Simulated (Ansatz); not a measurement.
GaN (model structure, started from the WC type, P-6m2, No. 187, 2 atoms in the cell): lattice parameter c by level of theory

No measured value is used here.

```
level (code)         value (Å)
-------------------  ---------
PBE (Ansatz)             2.685
PBEsol (Ansatz)          2.656
PBE-D3(BJ) (Ansatz)      2.667
r²SCAN (Ansatz)              ?
```

**Question.** Fill in the missing entries.

**Answer.** 
- r²SCAN (Ansatz, a program for electronic structure), value (Å): 2.652

Ansatz's density-functional and Hartree–Fock values are scalar-relativistic unless marked +SOC, with PAW data made under PBE.

A model structure was made by putting elements into a prototype or built by hand; it is no filed structure, need not be a known phase, and can be a saddle point held by its symmetry.
